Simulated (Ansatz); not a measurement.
Structures of equal composition on the (100) surface of germanium: 1 pair of surface atoms bonded, P on one of 2 atoms of the third shell, H on every dangling bond; 1 pair of surface atoms bonded, P on one of 2 atoms under the surface, H on every dangling bond. The slabs share one bottom face, and each structure is named by its start. These are constructed structures in small cells; real faces may alloy, dewet or reconstruct in larger ones, and not all known structures of the face are among them. Slabs of about 17 Å with all that they carry, Fermi-Dirac smearing of 0.025 eV. Bottom of the slabs: built like the top, H on every dangling bond, free. Relaxed from the named starts with such symmetry as they have, on meshes of like density; energies extrapolated to zero smearing; no spin-orbit coupling, no U. Spin-polarised runs, if any, are marked in brackets, and their order is one that fits the cell; the others ran without spin. Where a second, spin-polarised start was run, the lower counts.

Method: PBE (plane waves to 420 eV, PAW; Ansatz, a quantum-chemistry and plane-wave program).

Q: Put the candidates in order of energy per 1x1 cell, lowest first, for PBE.

A: 1 pair of surface atoms bonded, P on one of 2 atoms under the surface, H on every dangling bond (0.000 eV (like top atoms buckled by 0.5 Å) [spin start, no net moment], no gap over 0.04 eV on the mesh), 1 pair of surface atoms bonded, P on one of 2 atoms of the third shell, H on every dangling bond (0.144 eV [spin start, no net moment], no gap over 0.04 eV on the mesh)
